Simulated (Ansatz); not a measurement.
Base system: MgO in the rock salt structure (space group Fm-3m, No. 225; a = 4.214 Å). Axes: x, y, z lie along the cube axes.

The change: compressive biaxial strain of 1.14 % in the plane normal to [111], as in epitaxy on a mismatched substrate; the out-of-plane cell vector and the atoms relax.

Levels (all Ansatz, an electronic-structure program, PAW): PBEsol (420 eV, no SOC); r2SCAN (500 eV, no spin-orbit coupling); HSE06 (420 eV, no spin-orbit coupling).

One geometry, relaxed with PBEsol, under each level:

| level | band gap | lowest conduction level above the VBM at special points | electron mass | pressure |
|---|---|---|---|---|
| PBEsol | 4.76 eV | Γ 4.76 eV; L 7.78 eV; T 7.93 eV; F 8.92 eV | 0.35 mₑ (at Γ) | 3.11 GPa |
| r2SCAN | 5.76 eV | Γ 5.76 eV; L 8.86 eV; T 9.02 eV; F 10.01 eV | 0.37 mₑ (at Γ) | 2.06 GPa |
| HSE06 | … | … | – | – |

### Question
Give the withheld HSE06 results.

### Answer

- HSE06, band gap: 6.63 eV
- HSE06, lowest conduction level above the VBM at special points: Γ 6.63 eV; L 9.74 eV; T 9.89 eV

Single points use the geometry relaxed with PBEsol. Their cutoffs differ, which shifts pressures a little. Effective masses come from finite differences of ±0.01 Å⁻¹. Stability against distortions was not tested. The base started in P3_121 and relaxed to Fm-3m at this level. k-point labels follow each cell's own Brillouin zone.
